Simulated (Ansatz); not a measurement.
An Ansatz (an electronic-structure program) input (PBEsol (Ansatz, PAW, no spin-orbit coupling), earlier PAW set):

Ansatz 0.2 input:
```yaml
crystal:
  lattice:
    - [3.3445157544, 0, 0]
    - [0, 3.3445157544, 0]
    - [0, 0, 3.3445157544]
  atoms:
    - { symbol: Bi, position: [0, 0, 0] }
    - { symbol: Ru, position: [0.5, 0.5, 0.5] }
basis: { ecutwfc: 420, ecutrho_ratio: 4, xc_grid: 2, fft_grid_basis: typed }
kpoints: { mp_grid: { grid: [14, 14, 14] } }
hamiltonian:
  xc: pbesol
  dispersion: none
  pseudopotentials: { azcp: { folder: ./paw }, kind: paw }
scf: { occupations: { method: fermi_dirac, width: 0.05 }, convergence: { dr2_threshold: 0.0000000002 } }
output: { forces: true, stress: true }
checkpoint: { write: state.ck, write_every: 1000 }
```

### Question
Which symmetry and how many k-points will the program report, and about how many plane waves at Γ?

### Answer
Space group Pm-3m (ITA 221) with 48 operations, k-points 120 of 2744, and 739 plane waves at Γ.

Stability against distortions was not tested. All final runs are without spin polarisation. An odd electron count without spin: BiRu. The cell was made from AlRu by this change: Al → Bi; the result is a hypothetical phase, not in the database extracts checked. BiRu has a high density of states at the Fermi level and may be magnetic at this level.
